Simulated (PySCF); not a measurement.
PySCF 2.14.0, PBE/def2-svp, df: ammonia borane ([BH3-][NH3+]), 8 atoms. The geometry is a generated start, not checked to be a minimum at this level.

```json
{
  "task": "energy",
  "method": "pbe",
  "basis": "def2-svp",
  "two_electron_scheme": "density fitting",
  "mol.max_memory": "3000 MB",
  "mf.max_cycle": "100",
  "mf.conv_tol": "1e-09 (default)",
  "mf.grids.level": "3 (default)",
  "basis_functions": "58",
  "grid_points": "86800"
}
```

```xyz
8

B     -0.8220     0.1121    -0.0201
N      0.8211    -0.1142     0.0214
H     -1.2257    -0.6133    -0.8723
H     -0.9778     1.2638    -0.2805
H     -1.2154    -0.1801     1.0665
H      1.0158    -1.0717     0.2912
H      1.2144     0.5303     0.6976
H      1.1895     0.0730    -0.9040
```

With the defaults (mf.diis = true, mf.diis_space = 8, mf.init_guess = minao, mf.diis_damp = 0, mf.level_shift = 0, mf.DIIS = CDIIS) it converges in 10 Fock builds. One run each on 2 threads, 1 BLAS thread, with these changes:
- mf.init_guess = sap
- mf.diis_damp = 0.3
- mf.diis_space = 3
- mf.DIIS = ADIIS
- mf.level_shift = 0.3 Hartree
- mf.init_guess = atom
- mf.diis = false
- mf.init_guess = 1e
- mf.diis_space = 20

Problem. Which runs fail or end elsewhere than the default run?

Solution. No convergence: mf.diis = false (the run ends without SCF convergence in 100 cycles). The rest reach the solution of the defaults.

```json
[
 {"setting": "the defaults", "Fock builds": "10", "end": "same solution"},
 {"setting": "mf.diis_space = 20", "Fock builds": "10", "end": "same solution"},
 {"setting": "mf.diis_damp = 0.3", "Fock builds": "10", "end": "same solution"},
 {"setting": "mf.init_guess = atom", "Fock builds": "11", "end": "same solution"},
 {"setting": "mf.init_guess = sap", "Fock builds": "12", "end": "same solution"},
 {"setting": "mf.diis_space = 3", "Fock builds": "13", "end": "same solution"},
 {"setting": "mf.level_shift = 0.3 Hartree", "Fock builds": "13", "end": "same solution"},
 {"setting": "mf.init_guess = 1e", "Fock builds": "14", "end": "same solution"},
 {"setting": "mf.DIIS = ADIIS", "Fock builds": "16", "end": "same solution"},
 {"setting": "mf.diis = false", "Fock builds": "101", "end": "no convergence"}
]
```
